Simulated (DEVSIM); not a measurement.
Device: Si p+/n-/n+ power diode, at 350 K.

Layer 1 from the left is Si, thickness (μm) 1.50, Na (cm⁻³) 5.8e18, τn (s) 1.7e-7, τp (s) 1.7e-7. Layer 2 from the left is Si, thickness (μm) 4.50, Nd (cm⁻³) 2e15, τn (s) 1.7e-7, τp (s) 1.7e-7. Layer 3 from the left is Si, thickness (μm) 5.10, Nd (cm⁻³) 1.2e18, τn (s) 1.7e-7, τp (s) 1.7e-7.

Left contact: ohmic. Right contact: ohmic. Voltage is applied to the left contact. Recombination: SRH at mid-gap, radiative, Auger. Mobility is constant in doping.

Constants are typed, rounded textbook-type inputs, not results; the design itself was drawn at random and stands for no fabricated device. Values at 300 K; Nc and Nv go as T^1.5, mobilities as T to minus their exponent, the gap by Varshni's rule with the affinity fixed.

Si: gap (eV) 1.124, affinity (eV) 4.05, permittivity 11.7, Nc (cm⁻³) 2.86e19, Nv (cm⁻³) 3.1e19, μn (cm²/Vs) 1417, μp (cm²/Vs) 470, T exponent of μn 2.3, T exponent of μp 2.2, B (cm³/s) 4.7e-15, Cn (cm⁶/s) 2.8e-31, Cp (cm⁶/s) 9.9e-32, Varshni α (eV/K) 0.000473, Varshni β (K) 636.

DEVSIM, 1D drift-diffusion, Boltzmann statistics, complete ionisation; no tunnelling, impact ionisation, image-force lowering or self-heating.

Task: What does the simulation give for the dark forward voltage at 1 A/cm², the dark forward voltage at 100 A/cm²?

Result: dark forward voltage at 1 A/cm² 0.563 V; dark forward voltage at 100 A/cm² 0.754 V.
